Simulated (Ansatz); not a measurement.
**Response to strain in SiC**

The parent structure is SiC in the zinc blende structure (space group F-43m, No. 216).

```yaml
crystal:
  lattice:
    - [0.00000, 2.17843, 2.17843]
    - [2.17843, 0.00000, 2.17843]
    - [2.17843, 2.17843, 0.00000]
  atoms:
    - { symbol: Si, position: [0.00000, 0.00000, 0.00000] }
    - { symbol: C, position: [0.25000, 0.25000, 0.25000] }
```

Cartesian axes are those of the cell as printed.

Strains are applied to the cell and any free atomic positions relax; under biaxial strain the out-of-plane vector relaxes too.

The values are results of PBEsol (Ansatz, an electronic-structure program; PAW; 420 eV plane waves; no spin-orbit coupling), not measurements.

Candidates:
(a) biaxial strain −1.00 %, plane normal [001], relaxed out of plane
(b) biaxial strain +1.00 %, plane normal [001], relaxed out of plane
(c) biaxial strain −2.00 %, plane normal [001], relaxed out of plane
(d) biaxial strain −3.00 %, plane normal [001], relaxed out of plane
(e) biaxial strain −0.50 %, plane normal [001], relaxed out of plane

For the base:

| Quantity | Value |
|---|---|
| Band gap | 1.24 eV |

Task: Order them by band gap, highest first.

Result: (e) biaxial strain −0.50 %, plane normal [001], relaxed out of plane (1.19 eV), (a) biaxial strain −1.00 %, plane normal [001], relaxed out of plane (1.14 eV), (b) biaxial strain +1.00 %, plane normal [001], relaxed out of plane (1.08 eV), (c) biaxial strain −2.00 %, plane normal [001], relaxed out of plane (1.04 eV), (d) biaxial strain −3.00 %, plane normal [001], relaxed out of plane (0.93 eV)

Stability against distortions was not tested.
